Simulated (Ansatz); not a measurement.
Cells marked so need not be the phases stable at ambient conditions, and some may be hypothetical.

 Where the default PAW files enter, the runs use the earlier of Ansatz's two default sets.

The gap is the functional's own. No spin-orbit coupling. Mid-gap values are interpolated on the energy grid.

A. NbPO5 (P4/n, not sure to be the ambient phase, 14 atoms a cell, 12.8 Å³ an atom, -7 GPa at this level), along the normal of (100)
B. Zn(InS$_{2}$)$_{2}$ (Fd-3m, spinel, not sure to be the ambient phase, 14 atoms a cell, 22.2 Å³ an atom, -3 GPa at this level), along the normal of (111)
C. BaZnBO3F (P-6, not sure to be the ambient phase, 7 atoms a cell, 14.2 Å³ an atom, -5 GPa at this level), along the normal of (110)
D. Ba3V2O8 (R-3m, not sure to be the ambient phase, 13 atoms a cell, 16.1 Å³ an atom, -4 GPa at this level), along the normal of (001)

Task: Rank these by mid-gap decay constant of the slowest evanescent state (highest first), as Ansatz (a program for electronic structure) with PBEsol gives it.

Result: D (0.49 1/Å), A (0.42 1/Å), C (0.35 1/Å), B (0.09 1/Å)
